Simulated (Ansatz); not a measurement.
Given:

```
Ru
1.0
    2.68671     0.00000     0.00000
   -1.34336     2.34222     0.00000
    0.00000     0.00000     4.26009
Ru
2
Direct
  0.33358   0.66715   0.75000
  0.66642   0.33285   0.25000
```

No spin polarisation.

Method: r2SCAN, PAW, 500 eV (Ansatz, a quantum-chemistry and plane-wave program; no spin-orbit coupling). Settings: 20×20×11 k-points, 0.05 eV Fermi–Dirac smearing.

### Question
Predict the band gap and pressure.

### Answer
Band gap: zero
Pressure (mean of the normal stresses, compression positive): 2.2 GPa

The cells carry an imposed strain or load. Whether these cells are dynamically stable was not tested. The final runs are not spin-polarised. The cell was made from Ru in the hcp (Mg type) structure (space group P6_3/mmc, No. 194) by this change: uniaxial strain ε_xx = −0.66 %.
